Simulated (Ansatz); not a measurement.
By PBEsol, the system below comes out a metal.

Without scattering a metal conducts by its projected Fermi surface.

Input:

```yaml
crystal:
  lattice:
    - [2.75454, 0.00000, 0.00000]
    - [0.00000, 2.75454, 0.00000]
    - [0.00000, 0.00000, 4.06642]
  atoms:
    - { symbol: Ti, position: [0.50000, 0.50000, 0.50000] }
    - { symbol: Al, position: [0.00000, 0.00000, 0.00000] }
```

Space group of this cell: P4/mmm. The cell is strained (lengths across the current scaled by 0.98, ions clamped); by PBEsol its mean pressure is 2.8 GPa.

The current flows along the normal of the first two printed cell vectors, the (001) (indices of the unstrained crystal) plane of the conventional cell. No spin-orbit coupling; the value is a mean over 0.1 eV about the Fermi level.

### Question
Compute, with PBEsol in Ansatz (a program for electronic structure), the ballistic conductance per area.

### Answer
0.76 × 10¹⁵ S/m² for both spins.
